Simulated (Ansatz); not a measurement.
Consider WC (space group P-6m2, No. 187; a = 2.913 Å, c = 2.835 Å; relaxed with 0.1 eV smearing). Axes: x lies along a and z along c of the hexagonal cell.

Computed with plane-wave PAW DFT at the r2SCAN level (Ansatz, a first-principles code, 500 eV), scalar-relativistic without spin-orbit coupling.

The change: the cell is stretched by 1.50 % along z with no lateral relaxation; the atoms relax in the strained cell.

Question: What does the calculation give for the energy relative to the base and stress after the change?

Answer: The energy rises by 7.1 meV/atom; the stress (xx, yy, zz, yz, xz, xy; compression positive) amounts to (-2.5, -2.5, -14.3, 0.0, 0.0, 0.0) GPa.

Whether these cells are dynamically stable was not tested. All final runs are without spin polarisation.
